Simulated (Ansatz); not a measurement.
Take Mo in the bcc (W type) structure (space group Im-3m, No. 229; a = 3.130 Å) as the base.

Method: PBEsol (Ansatz, a quantum-chemistry and plane-wave program, PAW, no SOC), earlier PAW set.

For the base:

```
Quantity              Result
-------------------  -------
Lattice parameter a  3.130 Å
```

It is then changed as follows: Nb takes the place of Mo on all its sites; the structure is relaxed again.

**Question.** Estimate the effect on the lattice parameter a.

**Answer.** The lattice parameter a increases by 0.1416 Å to 3.271 Å.

No phonon test of stability was made. The final runs are not spin-polarised.
